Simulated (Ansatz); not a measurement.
Functionals compared on the (10-12) surface of hcp Y in its 1x1 cell, outermost plane spacing 1.41 Å in the ideal cut, in Ansatz (plane waves, PAW). The structure was relaxed with PBE; the other rows are single points on it, each with its references at the same level. Cutoff 420 eV (500 eV for r2SCAN).

Set-up: 10 atoms, 9.9 Å thick at the start (thin: gaps and levels are the slab's own); mesh 10x5x1; 0.1 eV smearing; dipole correction on; all atoms relaxed; held to the start's symmetry, so lower structures may exist; no spin, no spin-orbit, no U. These notes are the PBE run's.

```json
[
 {"functional": "PBE", "surface energy (J/m²)": "1.07", "work function of the top face (eV)": "3.08", "rough cost of the single point": "–"},
 {"functional": "LDA", "surface energy (J/m²)": "1.19", "work function of the top face (eV)": "3.25", "rough cost of the single point": "very roughly 80 core-seconds"},
 {"functional": "PBEsol", "surface energy (J/m²)": "1.17", "work function of the top face (eV)": "3.13", "rough cost of the single point": "very roughly 80 core-seconds"},
 {"functional": "RPBE", "surface energy (J/m²)": "0.99", "work function of the top face (eV)": "2.98", "rough cost of the single point": "about 90 core-seconds (a rough figure)"},
 {"functional": "r2SCAN", "surface energy (J/m²)": "___", "work function of the top face (eV)": "___", "rough cost of the single point": "roughly 2.6 core-minutes"}
]
```

Problem. Some entries are withheld; supply them.

Solution. 
- r2SCAN, surface energy (J/m²): 1.16
- r2SCAN, work function of the top face (eV): 3.11

Ansatz is an electronic-structure program.
